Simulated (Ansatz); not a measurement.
## rutile IrO2 (1 0 0) on zinc-blende BN (1 1 0) (film strained to the substrate, started from cuts of the bulks and a machine-learned relaxation; slabs B36N36 and Ir8O16, which can lie off the formulas)

A periodic stack without vacuum, rutile IrO2 (1 0 0) on zinc-blende BN (1 1 0) (film strained to the substrate, started from cuts of the bulks and a machine-learned relaxation; slabs B36N36 and Ir8O16, which can lie off the formulas): substrate slab B36N36, film Ir8O16, surface cells [[-1, 2], [-1, -1]] and [[0, 2], [-1, 0]], film strained by -2.0 and -1.3 %, outermost planes BN/BN and O/O as cut, which need not be the usual terminations and can put a slab off its formula.

The start was prepared with a machine-learned potential, and the result is one local minimum, with the in-plane cell held and forces under 0.04 eV/Å; the film can end far from its bulk form.

Computed with PBE (plane waves to 420 eV, PAW; Ansatz, a first-principles code). Scalar-relativistic, without spin–orbit coupling; the runs are not spin-polarised; PBE gaps are too small against experiment. Its k-point mesh 4×6×1, Fermi–Dirac width 0.05 eV.

| Quantity | Value |
|---|---|
| interface area | 27.9 Å² |
| period | 25.71 Å |
| heights between the nearest atoms of the two slabs at the two interfaces | 1.26 and 1.26 Å |
| B–O contacts across the interfaces within 1.22 times the sum of covalent radii | 2, mean 1.49 Å |
| Ir–N contacts across the interfaces within 1.22 times the sum of covalent radii | 2, mean 2.25 Å |
| B–Ir contacts across the interfaces within 1.22 times the sum of covalent radii | 1, mean 2.74 Å |
| hole barrier (PBE) | 1.29 eV |
| electron barrier (PBE) | 3.17 eV |

```
CELL_PARAMETERS angstrom
      6.27815     0.00020    -0.06371
      0.00011     4.43942     0.03267
     -0.26163     1.29951    25.72186
ATOMIC_POSITIONS crystal
  B  0.06886 0.91002 0.07859
  B  0.40691 0.57594 0.07800
  B  0.73490 0.24491 0.07797
  B  0.07246 0.44924 0.03507
  B  0.41913 0.11271 0.03802
  B  0.73719 0.77951 0.02877
  B  0.74407 0.20688 0.17906
  B  0.07690 0.87363 0.17914
  B  0.41148 0.54047 0.17870
  B  0.73934 0.72474 0.12881
  B  0.07288 0.39262 0.12943
  B  0.40922 0.05707 0.12981
  B  0.41929 0.50693 0.27862
  B  0.75254 0.17350 0.27878
  B  0.08583 0.84020 0.27880
  B  0.41536 0.02362 0.22888
  B  0.74818 0.69032 0.22883
  B  0.08171 0.35729 0.22889
  B  0.09455 0.80672 0.37843
  B  0.42744 0.47335 0.37844
  B  0.76091 0.14030 0.37845
  B  0.09019 0.32350 0.32867
  B  0.42341 0.99006 0.32852
  B  0.75659 0.65680 0.32853
  B  0.76883 0.10879 0.47781
  B  0.10504 0.77361 0.47750
  B  0.43531 0.44050 0.47852
  B  0.76444 0.62319 0.42817
  B  0.09914 0.28984 0.42859
  B  0.43161 0.95642 0.42825
  B  0.44980 0.42788 0.57868
  B  0.78528 0.10311 0.57164
  B  0.13047 0.76774 0.56933
  B  0.43926 0.92654 0.52937
  B  0.77326 0.59165 0.52876
  B  0.11153 0.25783 0.52932
  N  0.30860 0.40116 0.02557
  N  0.64385 0.08954 0.03152
  N  0.97863 0.74968 0.03382
  N  0.98520 0.23957 0.07854
  N  0.31835 0.90213 0.07821
  N  0.65017 0.57348 0.07850
  N  0.99011 0.72452 0.12982
  N  0.32304 0.38971 0.12825
  N  0.65727 0.05781 0.12972
  N  0.66053 0.54026 0.17891
  N  0.99431 0.20726 0.17903
  N  0.32746 0.87332 0.17886
  N  0.66513 0.02362 0.22904
  N  0.99834 0.69039 0.22906
  N  0.33167 0.35691 0.22863
  N  0.33587 0.84019 0.27864
  N  0.66913 0.50683 0.27869
  N  0.00262 0.17357 0.27881
  N  0.33999 0.32338 0.32853
  N  0.67347 0.99014 0.32863
  N  0.00671 0.65674 0.32869
  N  0.01096 0.13985 0.37869
  N  0.34428 0.80677 0.37826
  N  0.67752 0.47351 0.37828
  N  0.01505 0.62278 0.42846
  N  0.34814 0.28972 0.42839
  N  0.68188 0.95673 0.42831
  N  0.68597 0.44088 0.47753
  N  0.01915 0.10522 0.47905
  N  0.35311 0.77421 0.47761
  N  0.68966 0.92119 0.52877
  N  0.02284 0.58408 0.52914
  N  0.35459 0.25543 0.52886
  N  0.35623 0.74008 0.57585
  N  0.69055 0.40085 0.57363
  N  0.02183 0.04802 0.58177
  Ir 0.90220 0.59113 0.75858
  Ir 0.39810 0.59091 0.75824
  Ir 0.12618 0.13266 0.66376
  Ir 0.63804 0.11203 0.67272
  O  0.88249 0.38540 0.65274
  O  0.39483 0.29157 0.63089
  O  0.15358 0.78905 0.79092
  O  0.65291 0.79723 0.78964
  O  0.15192 0.36948 0.72987
  O  0.64632 0.38567 0.73065
  O  0.89166 0.90411 0.70158
  O  0.38228 0.87500 0.69608
  Ir 0.91096 0.52076 0.93559
  Ir 0.40051 0.53872 0.94405
  Ir 0.16012 0.06007 0.84944
  Ir 0.65577 0.06068 0.84965
  O  0.90454 0.28579 0.81780
  O  0.40670 0.28275 0.81762
  O  0.15787 0.78378 0.95482
  O  0.67399 0.67728 0.97660
  O  0.15953 0.33382 0.90662
  O  0.65103 0.30103 0.91199
  O  0.90824 0.83449 0.87702
  O  0.41474 0.82007 0.87800
```
